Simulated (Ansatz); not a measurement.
Base system: Al2Cu (space group I4/mcm, No. 140; a = 6.006 Å, c = 4.791 Å). Axes: x, y, z lie along a, b, c of the conventional cell.

Structures relaxed with DFT with r2SCAN, PAW potentials and a 500 eV plane-wave cutoff in Ansatz (a program for electronic structure), no spin-orbit coupling, earlier PAW set.

Base:

Simulated powder pattern, Mo Kα, λ = 0.71073 Å (kinematic, ideal powder, no thermal factors, no anomalous dispersion; the 8 strongest lines at most, above 2 %, up to 2θ = 40°):

```
2θ (°)  I/Imax (%)    hkl
------  ----------  -----
9.60           100  (110)
13.59           34  (200)
17.45           55  (211)
19.27           38  (220)
19.61           84  (112)
21.57           85  (310)
21.88           71  (202)
33.91           31  (332)
```

Modification: uniaxial stress, 8 GPa compression along z; all other stress components relax to zero.

Where do the lines fall after the change?


Simulated powder pattern, Mo Kα, λ = 0.71073 Å (kinematic, ideal powder, no thermal factors, no anomalous dispersion; the 8 strongest lines at most, above 2 %, up to 2θ = 40°):

```csv
2θ (°),I/Imax (%),hkl
9.52,100,(110)
13.48,36,(200)
17.50,55,(211)
19.10,38,(220)
20.15,79,(112)
21.38,88,(310)
22.33,66,(202)
34.04,30,(332)
```

The indices refer to the base's conventional cell; one index is shown for lines that coincide.

Load acts through the strain it causes; cell and atoms are relaxed under it. Beyond what the load breaks, stability against distortions was not tested. The final runs are not spin-polarised.
